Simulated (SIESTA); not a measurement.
Short convergence ladders for a (001) slab of TiMo3 (cut from a parent of space group no. 71; 8 atoms in the cell)

```
CELL_PARAMETERS angstrom
      3.15571     0.00000     0.00000
      0.00000     4.40778     0.00000
      0.00000     0.00000    22.80569
ATOMIC_POSITIONS crystal
  Ti 0.00000 0.50000 0.59782
  Mo 0.00000 0.00000 0.50258
  Mo 0.50000 0.50000 0.49742
  Mo 0.50000 0.00000 0.59782
  Ti 0.50000 0.00000 0.40218
  Mo 0.50000 0.50000 0.30694
  Mo 0.00000 0.00000 0.69306
  Mo 0.00000 0.50000 0.40218
```

Base method: GGA PBEsol, numerical atomic orbitals DZP, PseudoDojo PBEsol standard norm-conserving potentials (rewritten from UPF to PSML) in SIESTA.

Base settings: XC.functional = GGA; XC.authors = PBEsol; potentials = PseudoDojo PBEsol standard; PAO.BasisSize = DZP; PAO.EnergyShift = 0.01 Ry; MeshCutoff = 350 Ry; kgrid.MonkhorstPack = 5 4 1; OccupationFunction = MP; OccupationMPOrder = 0; ElectronicTemperature = 1160.45 K.

Core times come from one kind of shared machine, to one figure; runs under 30 s give none.

**The vacuum**

The mesh stays at the base's, so the ladder's end is converged at best in this setting alone.

Only quantities that move along the ladder and can be compared are tabulated; forces are left out, as grid noise moves with the cell.

| vacuum between outermost atoms (Å) | free energy less the last step's (meV/atom) | core time / last (rough) |
|---|---|---|
| 3.0 | -193.40 | 0.5 |
| 4.0 | -66.86 | 0.7 |
| 5.0 | -16.90 | 0.5 |
| 7.0 | 0.01 | 0.5 |
| 10.0 | 0.03 | 0.5 |
| 14.0 | 0.00 | 1 |
| 20.0 | 0.01 | 0.5 |
| 30.0 | 0.00 | 1 |

Smallest vacuum between outermost atoms (Å) that holds the free energy within 0.5 meV/atom of the last step, with all finer ones: 7.0; the step before is off by 17 meV/atom.

**The k-point mesh**

Only quantities that move along the ladder and can be compared are tabulated.

```csv
kgrid.MonkhorstPack,free energy less the last step's (meV/atom),largest difference of a force vector from the last step's (eV/Å),core time / last (rough)
2 2 1,157.58,0.860,0.2
4 3 1,11.76,0.124,0.2
5 4 1,-7.58,0.294,0.5
7 5 1,-3.43,0.114,0.3
9 7 1,3.50,0.068,0.3
12 9 1,0.52,0.034,0.3
17 12 1,-0.41,0.010,0.3
27 19 1,0.00,0.000,1
```

Coarsest kgrid.MonkhorstPack that holds the free energy within 1 meV/atom of the last step, with all finer ones: 12 9 1, at about 0.3 of the last step's time; the step before is off by 3.5 meV/atom.

Coarsest kgrid.MonkhorstPack that holds the forces within 0.02 eV/Å: not settled: the last two steps still differ by 0.010 eV/Å, over half the tolerance, so the ladder does not show it.

**The cutoff of the real-space grid**

The mesh stays at the base's, so the ladder's end is converged at best in this setting alone.

Only quantities that move along the ladder and can be compared are tabulated.

| MeshCutoff | free energy less the last step's (meV/atom) | core time / last (rough) |
|---|---|---|
| 175 Ry (184 Ry used) | -0.87 | – |
| 210 Ry (213 Ry used) | -0.75 | – |
| 245 Ry (248 Ry used) | -0.38 | 0.2 |
| 298 Ry (306 Ry used) | -0.29 | 0.2 |
| 350 Ry (356 Ry used) | -0.24 | 0.4 |
| 420 Ry (441 Ry used) | -0.06 | 0.2 |
| 525 Ry (544 Ry used) | -0.01 | 0.3 |
| 700 Ry (737 Ry used) | 0.00 | 1 |

Coarsest MeshCutoff that holds the free energy within 0.5 meV/atom of the last step, with all finer ones: 245 Ry (248 Ry used), at about 0.2 of the last step's time; the step before is off by 0.75 meV/atom.

On the base run: the starting cell comes from a database of computed structures (which also holds hypothetical and non-ambient phases and stackings), without a prior relaxation at this level. The slab is cut from that crystal, and its faces are unrelaxed. Its lattice was rescaled by up to half a per cent. Spin polarisation is off. Values carry the incompleteness of an atom-centred basis. In the base run, forces exceed 1 eV/Å. Without a gap this mesh is coarse (it stands for a supercell whose shortest in-plane vector is 16 Å).

Left out of this page: 1 run of the series outside the window shown, repeating another row's setting, or not comparable.
